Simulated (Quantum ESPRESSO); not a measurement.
Troubleshooting Quantum ESPRESSO: a failed run on YBi3O6 (R-3, 20 atoms in the cell). The aim is a self-consistent single point with DFT, PBEsol, plane waves, PseudoDojo standard norm-conserving (PBESOL) pseudopotentials.

Cell that was meant: a = 7.0150 Å, b = 7.0150 Å, c = 7.0150 Å, α = 92.78°, β = 92.78°, γ = 92.78°.

Part of the input:

```fortran
 ibrav = 5,
 celldm(1) = 13.25648696,
 celldm(4) = -0.0484770297,
 nat = 21,
 ntyp = 3,
 ecutwfc = 85,
 occupations = 'smearing',
```

Output, abridged:

```
     This program is part of the open-source Quantum ESPRESSO suite
     for quantum simulation of materials; please cite

 %%%%%%%%%%%%%%%%%%%%%%%%%%%%%%%%%%%%%%%%%%%%%%%%%%%%%%%%%%%%%%%%%%%%%%%%%%%%%%
     Error in routine read_cards (21):
     wrong number of columns in ATOMIC_POSITIONS
 %%%%%%%%%%%%%%%%%%%%%%%%%%%%%%%%%%%%%%%%%%%%%%%%%%%%%%%%%%%%%%%%%%%%%%%%%%%%%%

     stopping ...
```

Question: From the messages shown, name the fault and mend the input.

Answer: The fault is an atom count that does not match the list of atoms; here the program stops on it instead of giving results. To fix it, make the count match the list. The program stopped before any SCF iteration.

An input that runs soundly differs in these lines (not the only fix; some lines may just follow from the change or write a value another way):
```diff
- nat = 21,
+ nat = 20,
```

With that input, the run converged in 14 iterations: free energy E − TS -20947.2368 eV; top of the valence band (on the code's own zero) 8.58 eV; gap on the k-point mesh 2.06 eV; pressure -5.01 GPa; largest force (vector length) 0.172 eV/Å (DFT, PBEsol, plane waves, PseudoDojo standard norm-conserving (PBESOL) pseudopotentials).

On the sound input: the starting cell comes from a database of computed structures (which also holds hypothetical and non-ambient phases and stackings), without a prior relaxation at this level. Spin-orbit coupling is off. With a pressure of about -5 GPa the cell is away from its equilibrium volume at this level.
